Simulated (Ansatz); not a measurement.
**A computed series for BN: response to strain**

Consider BN (space group P6_3/mmc, No. 194; layered, stacked along the Cartesian z axis).

```xyz
4
Lattice="2.5005 0.0000 0.0000 -1.2502 2.1655 0.0000 0.0000 0.0000 6.4117" Properties=species:S:1:pos:R:3 pbc="T T T"
B      1.2502     0.7218     1.6029
B      0.0000     1.4436     4.8088
N      0.0000     1.4436     1.6029
N      1.2502     0.7218     4.8088
```

Strains are applied to the cell and any free atomic positions relax.

The values are results of Kohn–Sham DFT with the PBEsol-D3(BJ) functional, run in Ansatz (a first-principles code) with PAW and 420 eV plane waves, no spin-orbit coupling, not measurements.

Notes on the quantities. energy relative to the base: free energy F; pressure: mean of the normal stresses, compression positive.

```csv
change,shortest interatomic distance,energy relative to the base,pressure
base,1.444 Å,0 meV/atom,0.00 GPa
isotropic strain +0.60 %,1.452 Å,+2.2 meV/atom,-4.43 GPa
isotropic strain +1.20 %,1.461 Å,+8.7 meV/atom,-8.55 GPa
isotropic strain +1.80 %,1.470 Å,+19 meV/atom,-12.38 GPa
isotropic strain +2.40 %,1.478 Å,+34 meV/atom,-15.94 GPa
isotropic strain +3.00 %,1.487 Å,?,?
```

Q: Complete the table.

A: 
- isotropic strain +3.00 %, energy relative to the base: +52 meV/atom
- isotropic strain +3.00 %, pressure: -19.25 GPa

Whether these cells are dynamically stable was not tested.
